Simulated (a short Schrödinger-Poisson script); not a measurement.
Structure: symmetric double-gate stack, SiO2 on p-type Si(111), at 300 K.

```csv
layer,material,thickness (nm),Na (cm⁻³)
1,SiO2,2.6,-
2,Si,8,8e16
3,SiO2,2.6,-
```

The device is made up for the run: typed textbook-type constants, with dimensions and the other settings drawn at random. SiO2: permittivity 3.9, conduction-band edge (eV) 3.15, gap (eV) 9, electron mass (mₑ) 0.5. Si: permittivity 11.7, conduction-band edge (eV) 0, gap (eV) 1.124, Nv at 300 K (cm⁻³) 3.1e19.

Channel valleys (confinement mass, in-plane density-of-states mass, number): Δ6 0.258, 0.358, 6. At the gates, both at one voltage, the conduction-band edge of layer 1 lies 3.27 eV − eVg above the Fermi level of the channel. Gaps are held at their typed values at every temperature. Mesh 0.03 nm at interfaces.

From a short Schrödinger-Poisson script (our own, NumPy): 1D Poisson equation in equilibrium, electrons quantum, Hartree (BenDaniel-Duke, 12 states a valley, the channel's in-plane mass for all, wave functions ending at the dielectric), parabolic valleys, classical holes, full ionisation, no traps, pinning or gate leakage.

The same stack at other levels of the model or other numerical settings:

| run | sheet density of all electrons at Vg = 1.6 V (cm⁻²) | sheet density of all electrons at Vg = 0.4 V (cm⁻²) | capacitance of both gates at Vg = 1.6 V (μF/cm²) | rough cost against the base |
|---|---|---|---|---|
| base | 1.98e13 | 3.89e12 | 2.22 | about 1 |
| electrons treated as classical, Boltzmann | 2.33e13 | 4.71e12 | 2.56 | 0.06 |
| electrons treated as classical, Fermi-Dirac | 2.26e13 | 4.66e12 | 2.46 | 0.2 |
| mesh six times as coarse | 1.98e13 | 3.89e12 | 2.22 | 0.4 |
| one subband a valley | 1.95e13 | 3.83e12 | 2.20 | 0.5 |

The classical rows ignore confinement, and Boltzmann statistics overrate the density once the band edge passes the Fermi level.
